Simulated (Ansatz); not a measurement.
Functionals compared on CH3 on the 1x1 (110) surface of bcc W, one in a 2x2 cell, started at the site 'bridge W-W (span 3.2 Å)', in Ansatz (plane waves, PAW). The structure was relaxed with PBE; the other rows are single points on it, each with its references at the same level. Cutoff 420 eV (500 eV for r2SCAN).

Model: 20-atom slab, 6.6 Å thick at the start under the adsorbate (thin: gaps and levels are the slab's own), 6x6x1 mesh, Fermi-Dirac 0.1 eV, dipole correction, 8 atoms held, the rest relaxed; no symmetry held; no spin, no spin-orbit, no U, no dispersion correction. At the end it is bonded to 3 W. In PBE it is, or lies within 0.03 eV of, the lowest of the starts that converged. These notes are the PBE run's. Adsorption energies are against CH4(g) − ½ H2(g). A negative adsorption energy means that the adsorbate is more stable on the surface than in its reference.

```csv
functional,adsorption energy (eV),work function of the top face (eV),change of the work function (eV),rough cost of the single point
PBE,-0.01,3.70,-1.12,–
RPBE,0.29,3.60,-1.09,very roughly 2.6 core-minutes
r2SCAN,-0.18,3.71,-1.18,around 5 core-minutes (rough)
```

Ansatz is a quantum-chemistry and plane-wave program.
